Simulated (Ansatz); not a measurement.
**BeTe: response to strain**

Start from BeTe in the zinc blende structure (space group F-43m, No. 216; a = 5.5542 Å). Axes: x, y, z lie along the cube axes.

Strains are applied to the cell and any free atomic positions relax; under biaxial strain the out-of-plane vector relaxes too.

All numbers come from DFT with LDA, PAW potentials and a 420 eV plane-wave cutoff in Ansatz (an electronic-structure program), no SOC.

Notes on the quantities. energy relative to the base: free energy F.

```csv
"biaxial strain, plane normal [001], relaxed out of plane (%)",energy relative to the base (meV/atom)
-3,14.8
-2.5,10.2
-2,?
-1.5,3.6
-1,1.6
-0.5,0.4
0,0.0
```

**Question.** Fit ΔE = Aε² + Bε³ (ε in %) to the rows shown and predict the withheld row.

**Answer.** Least squares on the printed values gives A = 1.56 and B = -0.027 meV/atom (largest residual 0.0 meV/atom); this predicts 6.5 meV/atom, and the run gives 6.4 meV/atom, in agreement.

No phonon test of stability was made.
